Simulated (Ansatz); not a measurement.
A self-consistent single point of a (001) slab of Sn (cut from a parent of space group no. 71; 4 atoms in the cell) with Ansatz (an electronic-structure program).

Method: PBEsol, default PAW files made with PBE (plane waves; Ansatz).

The change in words: vacuum of 6 angstrom (first run: 14 Å). Reference geometry:
```xyz
4
Lattice="3.3926 0.0000 0.0000 0.0000 3.9210 0.0000 0.0000 0.0000 20.3426" Properties=species:S:1:pos:R:3 pbc="T T T"
Sn     0.0000     0.0000     9.1142
Sn     1.6963     1.9605     7.0000
Sn     0.0000     0.0000    13.3426
Sn     1.6963     1.9605    11.2284
```

Reference input (self-consistent single point, DFT, PBEsol, plane waves, default PAW files made with PBE): basis.ecutwfc = 30.9 Ry; kpoints.mp_grid.grid = 9 8 1; hamiltonian.xc = pbesol; hamiltonian.pseudopotentials = {kind: paw} (the program's default PAW files); scf.occupations.method = fermi_dirac; scf.occupations.width = 0.0073 Ry. This run's input differs from it in these lines:

Ansatz 0.2 input:
```diff
@@ -5,8 +5,8 @@
     - [0.000000, 3.921048, 0.000000]
-    - [0.000000, 0.000000, 20.342619]
+    - [0.000000, 0.000000, 12.342625]
   atoms:
-    - { symbol: Sn, position: [0.000000, 0.000000, 0.448035] }
-    - { symbol: Sn, position: [0.500000, 0.500000, 0.344105] }
-    - { symbol: Sn, position: [0.000000, 0.000000, 0.655895] }
-    - { symbol: Sn, position: [0.500000, 0.500000, 0.551965] }
+    - { symbol: Sn, position: [0.000000, 0.000000, 0.414353] }
+    - { symbol: Sn, position: [0.500000, 0.500000, 0.243060] }
+    - { symbol: Sn, position: [0.000000, 0.000000, 0.756940] }
+    - { symbol: Sn, position: [0.500000, 0.500000, 0.585647] }
 basis:
```

Output (repeated stretches shortened):

```
SCF iter   1: F=—  HF=-23797.968373 eV  |F-HF|=—  |Δ(HF+E_count)|=         —  Δρ=2.40e-3  dr2=1.22e-2  ethr=1.77e-3  ⟨swp⟩=6.8  Hψ=3581  notcnv=0
all-band conjugate gradients solve this SCF's bands
preconditioner: auto → LDOS
SCF iter   2: F=—  HF=-23797.962782 eV  |F-HF|=—  |Δ(HF+E_count)|=   5.59e-3  Δρ=8.97e-4  dr2=1.30e-3  ethr=2.17e-5  ⟨swp⟩=2.1  Hψ=1756  notcnv=0
SCF iter   3: F=—  HF=-23797.962326 eV  |F-HF|=—  |Δ(HF+E_count)|=   4.56e-4  Δρ=3.76e-4  dr2=3.99e-4  ethr=2.32e-6  ⟨swp⟩=2.0  Hψ=1554  notcnv=0
SCF iter   4: F=—  HF=-23797.962237 eV  |F-HF|=—  |Δ(HF+E_count)|=   8.92e-5  Δρ=1.20e-4  dr2=4.64e-5  ethr=7.12e-7  ⟨swp⟩=2.0  Hψ=1524  notcnv=0
SCF iter   5: F=—  HF=-23797.962227 eV  |F-HF|=—  |Δ(HF+E_count)|=   9.75e-6  Δρ=3.85e-5  dr2=1.00e-5  ethr=8.29e-8  ⟨swp⟩=2.0  Hψ=1552  notcnv=0
SCF iter   6: F=—  HF=-23797.962225 eV  |F-HF|=—  |Δ(HF+E_count)|=   1.83e-6  Δρ=1.00e-5  dr2=5.19e-7  ethr=1.79e-8  ⟨swp⟩=3.0  Hψ=1622  notcnv=0
SCF iter   7: F=-23797.962225 eV  HF=-23797.962225 eV  |F-HF|=1.30e-8  |Δ(HF+E_count)|=   1.73e-8  Δρ=3.13e-6  dr2=1.56e-8  ethr=1.79e-10  ⟨swp⟩=7.0  Hψ=3860  notcnv=0
SCF 1 converged in 7 iterations: F = -23797.962225 eV  dr2 = 1.56e-8
Free energy (F): -23797.962225 eV
Internal energy: -23797.870862 eV  (E = F + TS)
E sigma→0 (E₀):  -23797.916544 eV
Entropy (-TS):   -0.091363 eV (-22.841 meV/atom)
Fermi energy:    5.648168 eV
--- Forces (eV/Å), atoms counted from 1 ---
  atom   1  Sn     0.00000000    -0.00000000    -0.40153832
  atom   2  Sn    -0.00000000     0.00000000     0.33674165
  atom   3  Sn     0.00000000    -0.00000000    -0.33674165
  atom   4  Sn    -0.00000000     0.00000000     0.40153832
--- Stress (GPa, compression-positive) ---
       -4.772737       0.000000       0.000000
        0.000000      -3.692694       0.000000
        0.000000       0.000000      -1.661666
  P = ⅓ Tr σ = -3.3757 GPa (-33.757 kbar)
  The stress holds the Pulay correction. Without it, at fixed plane waves, as pw.x and ABINIT print it: P = -3.3958 GPa
```

The run converged in 7 iterations. Against the reference run the free energy goes down by 8.8 meV/atom and the largest force moves little (0.395 to 0.402 eV/Å).

The starting cell comes from a database of computed structures (which also holds hypothetical and non-ambient phases and stackings), without a prior relaxation at this level. The slab is cut from that crystal, and its faces are unrelaxed. Its lattice was rescaled by up to half a per cent.
